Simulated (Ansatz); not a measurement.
Here is the system:

Host crystal: wurtzite GaN, with a band gap (PBE, scalar-relativistic without spin-orbit coupling).

End structure of NH3 on the (0001) surface of wurtzite GaN (2x2 with 3 H on 4 top atoms; a constructed slab, bottom: 3 H on 4 bottom sites), one in a cell of 36 Å², started at the site 'bridge H-H (span 3.2 Å)':

```xyz
50
Lattice="6.4370 0.0000 0.0000 -3.2185 5.5746 0.0000 0.0000 0.0000 33.0000" Properties=species:S:1:pos:R:3 pbc="T T T"
N      1.6121     0.9274    10.7319
N      4.8248     0.9274    10.7315
N      0.0000     3.7197    10.7315
N      3.2184     3.7164    10.6574
Ga    -0.0001     1.8583    11.3569
Ga     3.2186     1.9411    11.3198
Ga    -1.6810     4.6039    11.3198
Ga     1.6809     4.6041    11.3201
N      0.0000     1.8582    13.3003
N      3.2185     1.8582    13.3003
N     -1.6092     4.6455    13.3003
N      1.6092     4.6455    13.3003
Ga     1.6092     0.9291    13.9466
Ga     4.8277     0.9291    13.9466
Ga     0.0000     3.7164    13.9466
Ga     3.2185     3.7164    13.9466
N      1.6071     0.9303    15.9103
N      4.8298     0.9281    15.9158
N      0.0018     3.7151    15.9158
N      3.2166     3.7175    15.9177
Ga     0.0009     1.8579    16.5724
Ga     3.2176     1.8578    16.5668
Ga    -1.6100     4.6463    16.5668
Ga     1.6094     4.6453    16.5745
N      0.0022     1.8588    18.5365
N      3.2176     1.8553    18.5334
N     -1.6109     4.6474    18.5331
N      1.6085     4.6457    18.5490
Ga     1.6094     0.9287    19.2053
Ga     4.8294     0.9404    19.1896
Ga    -0.0116     3.7130    19.1895
Ga     3.2271     3.7086    19.1878
N      1.6092     0.9290    21.1584
N      4.8332     0.9413    21.1623
N     -0.0139     3.7155    21.1620
N      3.2258     3.7050    21.1611
Ga     0.0126     1.8568    21.8651
Ga     3.2105     1.8478    21.8656
Ga    -1.6151     4.6571    21.8654
Ga     1.6090     4.6452    21.6629
H      1.5967     0.9364     9.7060
H      4.8403     0.9363     9.7056
H      0.0000     3.7019     9.7056
H      0.0235     1.8874    23.4609
H      3.2315     1.8238    23.4614
H     -1.6472     4.6506    23.4610
N      1.6088     4.6451    23.7532
H      2.5737     4.6206    24.1014
H      1.1468     5.4928    24.0995
H      1.1042     3.8221    24.0986
```

Set-up: 50 atoms, 13.8 Å thick at the start with caps and adatoms under the adsorbate (thin: gaps and levels are the slab's own); mesh 4x4x1; 0.01 eV smearing; dipole correction on; single point; no symmetry held, on the structure that PBE left; no spin, no spin-orbit, no U, no dispersion correction. At the end it is bonded to Ga. In PBE it is, or lies within 0.03 eV of, the lowest of the starts that converged; the order may differ at this level.

A negative adsorption energy means that the adsorbate is more stable on the surface than in its reference.

Q: Predict the change of the step from the bottom to the top vacuum level, against the clean slab from r2SCAN, at the PBE geometry (Ansatz, a first-principles code).

A: -2.21 eV

Q: Give the adsorption energy against NH3(g) at the same level at the level r2SCAN, at the PBE geometry.

A: -1.70 eV

Q: What is the computed gap of the slab on its k-mesh (r2SCAN, at the PBE geometry)?

A: 2.43 eV

Q: What highest filled level below the top vacuum level does r2SCAN, at the PBE geometry give?

A: 4.91 eV
